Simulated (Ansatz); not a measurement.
Start from InAs in the zinc blende structure (space group F-43m, No. 216; a = 6.187 Å).

(Cell as relaxed with PBE.)

Levels (all Ansatz, a quantum-chemistry and plane-wave program, PAW, earlier PAW set): PBE (420 eV, no SOC); PBEsol (420 eV, no spin-orbit coupling).

Each level relaxes its own structure.

```csv
base,PBE,PBEsol
volume per atom,29.60 Å³,28.20 Å³
lattice parameter a,11.691 bohr,11.503 bohr
band gap,zero,zero
```

Modification: full substitution In → Al, then cell and atoms are relaxed.

| quantity | PBE | PBEsol |
|---|---|---|
| electron mass | 0.90 mₑ along k, 0.24 mₑ across (at X) | 0.86 mₑ along k, 0.24 mₑ across (at X) |
| band gap | 1.50 eV | 1.34 eV |
| volume per atom | 23.49 Å³ | 22.84 Å³ |
| hole mass (degenerate bands, along [100]) | 0.11, 0.49, 0.49 mₑ (at Γ) | 0.11, 0.48, 0.48 mₑ (at Γ) |

PBE's band gap lies 0.16 eV above PBEsol's; PBE's volume per atom lies 0.65 Å³ above PBEsol's (2.9 %). Neither level is exact; PBEsol is the comparison here, not a measurement.

Masses are band curvatures over ±0.01 Å⁻¹ around the edge. Along k means along the line from Γ to the band edge. Stability against distortions was not tested. All final runs are without spin polarisation. A zero or small gap of InAs can be the functional's error rather than a property of the material.
